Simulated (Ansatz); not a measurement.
System: L1₀ (CuAu-type) CuAu. Method: HSE06 (PAW; Ansatz, an electronic-structure program).

Settings: plane-wave cutoff 460 eV, 10×10×8 k mesh (along the axes of the cell as run), Fermi–Dirac smearing 0.05 eV, no spin polarisation, scalar-relativistic PAW data made under PBE.

Computed at the level's own relaxed cell.

Question: Predict the lattice constant a (two-atom tetragonal cell) and c axis length (two-atom tetragonal cell).

Answer: 
- lattice constant a (two-atom tetragonal cell) = 2.899 Å
- c axis length (two-atom tetragonal cell) = 3.525 Å

Measured, for comparison: lattice constant a 2.8 Å (temperature not stated, no zero-point or thermal correction; as tabulated in Nepal et al. (2019), arXiv:1905.09348); lattice parameter c 3.67 Å (temperature not stated, no zero-point or thermal correction; as tabulated in Mehl et al. (2016), arXiv:1607.02532). Computed (rounded) less measured: lattice constant a +3.5 %, lattice parameter c -4.0 %.

Note: the run has no spin polarisation, so it can have missed a magnetic state.

Spin–orbit coupling is not included; it can shift volumes and moduli of such heavy elements.

Computing time: around 24 core-minutes (rough).
